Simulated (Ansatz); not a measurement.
Consider Tl in the hcp (Mg type) structure (space group P6_3/mmc, No. 194; a = 3.476 Å, c = 5.472 Å; relaxed with 0.1 eV smearing). Axes: x lies along a and z along c of the hexagonal cell.

Calculations: PBEsol, PAW, 420 eV (Ansatz, a first-principles code; no SOC).

Base values:

* **Shortest interatomic distance**: 339.3 pm

It is then changed as follows: a pure shear with ε_xz = ε_zx = 0.0200; the atoms relax in the strained cell.

**Question.** How does this affect the stress?

**Answer.** The stress (xx, yy, zz, yz, xz, xy; compression positive) is (0.0, 0.0, 0.1, 0.0, -0.4, 0.0) GPa.

**Question.** Predict the new energy relative to the base.

**Answer.** The energy rises by 1.3 meV/atom.

**Question.** Estimate the effect on the shortest interatomic distance.

**Answer.** The shortest interatomic distance falls by 5.6 pm, from 339.3 pm to 333.7 pm.

Whether these cells are dynamically stable was not tested.
